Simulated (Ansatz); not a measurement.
Defect migration in beta Si3N4: interstitial Mg, charge state +2. Computed with PBE, PAW (plane waves to 420 eV; Ansatz, a program for electronic structure).

Settings: 84 host sites, the relaxed PBE lattice, the Γ point alone, smearing 0.01 eV, spin-restricted, no image-charge correction. Static, classical nuclei. The charge state is imposed; whether it is stable for some Fermi level was not computed. Sites that were not tried may lie lower.

Barriers: single points on a 2×2×2 k-point mesh shifted by half a step along c at the bands' geometries.

Relaxed starting cell (atoms counted from 1):

```
CELL_PARAMETERS angstrom
     15.32742     0.00000     0.00000
     -3.83185     6.63697     0.00000
      0.00000     0.00000     8.77980
ATOMIC_POSITIONS crystal
  Si 0.20308 0.17742 0.25266
  Si 0.20342 0.17672 0.58288
  Si 0.20743 0.17757 0.91438
  Si 0.70241 0.17614 0.25043
  Si 0.70223 0.17649 0.58339
  Si 0.69961 0.17321 0.91727
  Si 0.11809 0.41153 0.08628
  Si 0.11450 0.40579 0.41850
  Si 0.11367 0.40460 0.74880
  Si 0.61343 0.40289 0.08422
  Si 0.61451 0.40536 0.41720
  Si 0.61483 0.40627 0.75011
  Si 0.41178 0.22957 0.25092
  Si 0.41197 0.22973 0.58369
  Si 0.41317 0.23074 0.91679
  Si 0.91099 0.23001 0.25208
  Si 0.91098 0.23067 0.58257
  Si 0.91059 0.23462 0.91493
  Si 0.29985 0.82672 0.08371
  Si 0.29736 0.82358 0.41756
  Si 0.29720 0.82398 0.75056
  Si 0.79233 0.82260 0.08668
  Si 0.79613 0.82338 0.41807
  Si 0.79643 0.82264 0.74827
  Si 0.08896 0.76560 0.08614
  Si 0.08858 0.76940 0.41839
  Si 0.08859 0.77005 0.74889
  Si 0.58646 0.76934 0.08422
  Si 0.58759 0.77035 0.41728
  Si 0.58776 0.77049 0.75005
  Si 0.38471 0.59375 0.25086
  Si 0.38503 0.59466 0.58377
  Si 0.38619 0.59732 0.91679
  Si 0.88592 0.59553 0.25216
  Si 0.88508 0.59431 0.58244
  Si 0.88130 0.58824 0.91476
  N  0.33245 0.33218 0.24872
  N  0.33320 0.33371 0.58388
  N  0.33467 0.33599 0.91810
  N  0.83373 0.33606 0.24676
  N  0.83295 0.33453 0.58338
  N  0.83148 0.33233 0.91942
  N  0.16800 0.66758 0.08144
  N  0.16664 0.66560 0.41760
  N  0.16586 0.66405 0.75423
  N  0.66501 0.66424 0.08288
  N  0.66634 0.66630 0.41715
  N  0.66710 0.66786 0.75227
  N  0.14803 0.32881 0.25114
  N  0.14720 0.32652 0.58452
  N  0.13843 0.30736 0.91806
  N  0.64999 0.33178 0.25000
  N  0.64902 0.33062 0.58395
  N  0.64968 0.33198 0.91754
  N  0.48324 0.29624 0.08412
  N  0.48347 0.29703 0.41692
  N  0.48402 0.29846 0.75035
  N  0.98426 0.28390 0.08236
  N  0.98341 0.29877 0.41669
  N  0.98280 0.30099 0.75058
  N  0.33298 0.96700 0.25032
  N  0.33354 0.96678 0.58424
  N  0.33323 0.96854 0.91722
  N  0.83385 0.96809 0.25083
  N  0.83508 0.96836 0.58413
  N  0.84389 0.96846 0.91824
  N  0.34985 0.66804 0.08343
  N  0.35050 0.66933 0.41703
  N  0.34952 0.66818 0.75100
  N  0.86098 0.69232 0.08288
  N  0.85234 0.67353 0.41645
  N  0.85160 0.67142 0.74986
  N  0.15586 0.03165 0.08268
  N  0.16449 0.03173 0.41684
  N  0.16564 0.03202 0.75021
  N  0.66637 0.03156 0.08377
  N  0.66609 0.03329 0.41675
  N  0.66664 0.03304 0.75063
  N  0.01677 0.69900 0.25045
  N  0.01616 0.70136 0.58430
  N  0.01524 0.71651 0.91858
  N  0.51554 0.70170 0.25061
  N  0.51608 0.70314 0.58405
  N  0.51637 0.70402 0.91688
  Mg 0.99982 0.99983 0.99889
```
Cell charge +2.

End state 1 differs by these moves (Å; atoms that move under 0.08 Å are left out):

| atom | element | Δx | Δy | Δz |
|---|---|---|---|---|
| 49 | N | -0.06 | -0.14 | -0.02 |
| 51 | N | 0.06 | 0.14 | -0.02 |
| 64 | N | 0.15 | 0.00 | -0.01 |
| 66 | N | -0.15 | 0.00 | -0.01 |
| 79 | N | -0.09 | 0.12 | -0.01 |
| 81 | N | 0.09 | -0.12 | -0.01 |
| 85 | Mg | 0.00 | 0.00 | 1.49 |

Problem. Give the forward and backward barriers to end state 1 at the level PBE, PAW.

Solution. forward 0.089 eV, backward 0.089 eV; at the saddle point atom 85 has neighbours N at 2.25, 2 N at 2.27, 2 N at 2.74, 2 N at 2.76, 2 N at 2.81; Si at 2.75, 2 Si at 2.78 Å. The saddle point's order was not checked, and it lies on a symmetry element of the cell, where a band can be held.
